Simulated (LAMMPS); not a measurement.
Quenches at 1e+14 K/s across the composition of Cu (fcc) with a share x of Cu sites Pd; each row starts from its own melt temperature.

Level of theory: classical MD, pair style eam, the elements' _u3.eam files (universal-3 set of Foiles, Baskes and Daw); code LAMMPS.

```json
[
 {"x": "0.25", "density": "9.45 g/cm³ (one sample)", "state": "glass"},
 {"x": "0.5", "density": "10.3 g/cm³ (one sample)", "state": "glass"},
 {"x": "0.75", "density": "11.0 g/cm³ (one sample)", "state": "glass"}
]
```
